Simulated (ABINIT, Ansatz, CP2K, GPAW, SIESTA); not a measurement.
One structure in several programs: the (001) slab of Ti (cut from a parent of space group no. 194; 4 atoms in the cell)

Self-consistent single point.

```
CELL_PARAMETERS angstrom
      2.93221     0.00000     0.00000
     -1.46610     2.53937     0.00000
      0.00000     0.00000    16.96130
ATOMIC_POSITIONS crystal
  Ti 0.33333 0.66667 0.29479
  Ti 0.66667 0.33333 0.43160
  Ti 0.33333 0.66667 0.56841
  Ti 0.66667 0.33333 0.70521
```

Shared settings, as Ansatz (a first-principles code) writes them: kpoints.mp_grid.grid = 9 9 1; scf.occupations.method = gaussian; scf.occupations.width = 0.02 Ry. Potentials and cutoffs stand in the table.

```csv
code,model,largest force (eV/Å),cutoff
GPAW,"PBEsol, GPAW PAW datasets PBEsol (made by gpaw-setup)",0.617,850 eV
ABINIT,"PBEsol, PAW (JTH v2.0 PBE PAW, files made for PBE)",0.616,30 Ha
Ansatz,"PBEsol, default PAW files made with PBE",0.623,30.9 Ry
CP2K,"PBEsol, GPW, TZVP-MOLOPT-SR-GTH basis, GTH-PBE potentials (GTH_POTENTIALS)",0.626,grid 600 Ry
SIESTA,"GGA PBEsol, numerical atomic orbitals DZP, PseudoDojo PBEsol standard norm-conserving potentials (rewritten from UPF to PSML)",0.662,grid 300 Ry
```

Size of the force on each atom (eV/Å): Sizes of forces hide their directions.

```
code      Ti1    Ti2    Ti3    Ti4
------  -----  -----  -----  -----
GPAW    0.601  0.617  0.617  0.601
ABINIT  0.604  0.616  0.616  0.604
Ansatz  0.623  0.617  0.617  0.623
CP2K    0.605  0.626  0.626  0.605
SIESTA  0.662  0.620  0.619  0.661
```

On Ansatz's run: spin polarisation is off.

The spread over the programs that give each value: largest force within 0.046 eV/Å.

CP2K and SIESTA use small atom-centred bases, whose incompleteness enters pressures, forces and empty levels differently from a plane-wave cutoff.

The starting cell comes from a database of computed structures (which also holds hypothetical and non-ambient phases and stackings), without a prior relaxation at this level. The slab is cut from that crystal, and its faces are unrelaxed. Its lattice was rescaled in the plane by a random factor within 2.5 % of one.

Keys are those of Ansatz 0.2.
